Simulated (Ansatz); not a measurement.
## Pressure series in GaN

The reference is GaN in the wurtzite structure (space group P6_3mc, No. 186; a = 3.2184 Å, c = 5.2432 Å).

Cell and atoms are relaxed at each pressure.

Level of theory: PBE (Ansatz, an electronic-structure program; PAW; 420 eV plane waves; no SOC).

| pressure (GPa) | volume per atom (Å³/atom) |
|---|---|
| -2 | 11.899 |
| 0 | 11.758 |
| 0.9 | 11.698 |
| 2.1 | ? |
| 4.5 | 11.471 |
| 9 | 11.218 |
| 15 | 10.920 |
| 22.5 | 10.598 |
| 30 | 10.318 |

Problem. Fit the third-order Birch–Murnaghan form P(V) = (3B₀/2)[(V₀/V)^(7/3) − (V₀/V)^(5/3)]·[1 + (3/4)(B₀′ − 4)((V₀/V)^(2/3) − 1)] (squares taken in P) to the rows shown and predict the withheld row.

Solution. Least squares on the printed values gives V₀ = 11.758 Å³/atom, B₀ = 173 GPa, B₀′ = 4.3; this predicts 11.620 Å³/atom, and the run gives 11.620 Å³/atom, in agreement.

Load acts through the strain it causes; cell and atoms are relaxed under it. Stability against distortions was not tested. Tetrahedral semiconductors of this kind turn to denser phases somewhere between about 1 and 50 GPa; those were not computed, so compressed cells here can lie past the real transition.
